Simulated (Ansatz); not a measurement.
Consider the following.

```yaml
crystal:
  lattice:
    - [3.15810, 0.00000, 0.00000]
    - [-1.57905, 2.73500, 0.00000]
    - [0.00000, 0.00000, 5.07957]
  atoms:
    - { symbol: Hf, position: [0.66667, 0.33333, 0.75000] }
    - { symbol: Hf, position: [0.33333, 0.66667, 0.25000] }
```

No spin polarisation.

Method: Ansatz (a program for electronic structure) PBEsol, scalar-relativistic without spin-orbit coupling. Γ-centred 21×21×12 mesh, Fermi–Dirac width 0.1 eV.

**Question.** What pressure (mean of the normal stresses, compression positive) does the calculation give?

**Answer.** -1.7 GPa.

**Question.** What band gap does the calculation give?

**Answer.** Zero.

The cells carry an imposed strain or load. Whether these cells are dynamically stable was not tested. All final runs are without spin polarisation. The cell was made from Hf in the hcp (Mg type) structure (space group P6_3/mmc, No. 194) by this change: uniaxial strain ε_zz = +1.50 %.
